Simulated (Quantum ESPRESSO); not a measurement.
# Short convergence ladders for LuAu (P4mm, 2 atoms in the cell)

```xyz
2
Lattice="3.5141 0.0000 0.0000 0.0000 3.5141 0.0000 0.0000 0.0000 3.5141" Properties=species:S:1:pos:R:3 pbc="T T T"
Lu     1.7571     1.7571     1.8071
Au     0.0000     0.0000     0.0000
```

Base method: PBEsol, PSlibrary ultrasoft (PBE) pseudopotentials (plane waves; Quantum ESPRESSO).

Base settings: ecutwfc = 50 Ry; ecutrho = 450 Ry; occupations = smearing; smearing = fd; degauss = 0.0073499 Ry; input_dft = pbesol; potentials = {Lu: Lu.pbe-spdn-rrkjus_psl.1.0.0.UPF, Au: Au.pbe-n-rrkjus_psl.1.0.0.UPF}; K_POINTS = automatic 4 4 4 0 0 0; conv_thr = 1e-10 Ry; mixing_beta = 0.7.

The count of work is k-points × plane waves × bands × iterations; it is no time. 

**The k-point mesh**

The second cell is the first with its lattice scaled by 0.98.

Only quantities that move along the ladder and can be compared are tabulated.

| K_POINTS | free energy less the last step's (meV/atom) | energy of the compressed cell less the first (meV/atom) | pressure (GPa) | largest difference of a force vector from the last step's (eV/Å) | count of work / last |
|---|---|---|---|---|---|
| automatic 2 2 2 0 0 0 | 135.17 | 3.01 | -2.85 | 0.113 | 0.021 |
| automatic 4 4 4 0 0 0 | 19.47 | -13.47 | -4.56 | 0.003 | 0.057 |
| automatic 5 5 5 0 0 0 | -21.20 | -13.61 | -4.80 | 0.003 | 0.067 |
| automatic 7 7 7 0 0 0 | 9.62 | -8.88 | -4.20 | 0.005 | 0.14 |
| automatic 9 9 9 0 0 0 | -3.96 | -11.01 | -4.49 | 0.002 | 0.28 |
| automatic 11 11 11 0 0 0 | 1.34 | -11.33 | -4.50 | 0.001 | 0.47 |
| automatic 15 15 15 0 0 0 | 0.00 | -11.43 | -4.51 | 0.000 | 1.0 |

Coarsest K_POINTS that holds the forces within 0.01 eV/Å of the last step, with all finer ones: automatic 4 4 4 0 0 0, at 0.057 of the last step's count of work; the step before is off by 0.11 eV/Å.

Coarsest K_POINTS that holds the energy of the compressed cell less the first within 0.2 meV/atom of the last step, with all finer ones: automatic 11 11 11 0 0 0; the step before is off by 0.42 meV/atom.

Coarsest K_POINTS that holds the free energy within 5 meV/atom of the last step, with all finer ones: automatic 9 9 9 0 0 0, at 0.28 of the last step's count of work; the step before is off by 9.6 meV/atom.

Two neighbours can agree and both be off: automatic 4 4 4 0 0 0 and automatic 5 5 5 0 0 0 differ by 0.14 meV/atom in the energy of the compressed cell less the first, yet lie about 2.2 meV/atom from the last step.

**The k-point mesh at a smearing width of 0.3 eV**

In this ladder: degauss = 0.02205 Ry.

Only quantities that move along the ladder and can be compared are tabulated.

| K_POINTS | free energy less the last step's (meV/atom) | pressure (GPa) | count of work / last |
|---|---|---|---|
| automatic 3 3 3 0 0 0 | 172.60 | -2.97 | 0.013 |
| automatic 5 5 5 0 0 0 | -10.81 | -4.36 | 0.030 |
| automatic 10 10 10 0 0 0 | 0.06 | -4.20 | 0.25 |
| automatic 15 15 15 0 0 0 | 0.02 | -4.22 | 0.44 |
| automatic 18 18 18 0 0 0 | 0.00 | -4.22 | 1.0 |

Coarsest K_POINTS that holds the pressure within 0.05 GPa of the last step, with all finer ones: automatic 10 10 10 0 0 0, at 0.25 of the last step's count of work; the step before is off by 0.14 GPa.

Coarsest K_POINTS that holds the free energy within 2 meV/atom of the last step, with all finer ones: automatic 10 10 10 0 0 0, at 0.25 of the last step's count of work; the step before is off by 11 meV/atom.

**The mesh under tetrahedron occupations**

In this ladder: occupations = tetrahedra_opt; smearing = default; degauss = default.

Only quantities that move along the ladder and can be compared are tabulated.

| K_POINTS | free energy less the last step's (meV/atom) | pressure (GPa) | largest difference of a force vector from the last step's (eV/Å) | count of work / last |
|---|---|---|---|---|
| automatic 4 4 4 0 0 0 | 95.54 | -4.71 | 0.035 | 0.043 |
| automatic 5 5 5 0 0 0 | 59.10 | -4.28 | 0.025 | 0.030 |
| automatic 9 9 9 0 0 0 | 9.38 | -4.53 | 0.002 | 0.12 |
| automatic 14 14 14 0 0 0 | 1.32 | -4.55 | 0.000 | 0.49 |
| automatic 18 18 18 0 0 0 | 0.00 | -4.55 | 0.000 | 1.0 |

Coarsest K_POINTS that holds the pressure within 0.05 GPa of the last step, with all finer ones: automatic 9 9 9 0 0 0, at 0.12 of the last step's count of work; the step before is off by 0.27 GPa.

Coarsest K_POINTS that holds the forces within 0.005 eV/Å of the last step, with all finer ones: automatic 9 9 9 0 0 0, at 0.12 of the last step's count of work; the step before is off by 0.025 eV/Å.

Coarsest K_POINTS that holds the free energy within 5 meV/atom of the last step, with all finer ones: automatic 14 14 14 0 0 0; the step before is off by 9.4 meV/atom.

On the base run: the starting cell comes from a database of computed structures (which also holds hypothetical and non-ambient phases and stackings), without a prior relaxation at this level. Its lattice was rescaled by up to half a per cent. One atom was moved a little off its site on purpose. In the base run, with a pressure of about -5 GPa the cell is away from its equilibrium volume at this level. Without a gap this mesh is coarse (it stands for a supercell whose shortest vector is 14 Å).

Left out of this page: 1 run of the series failed or unconverged.
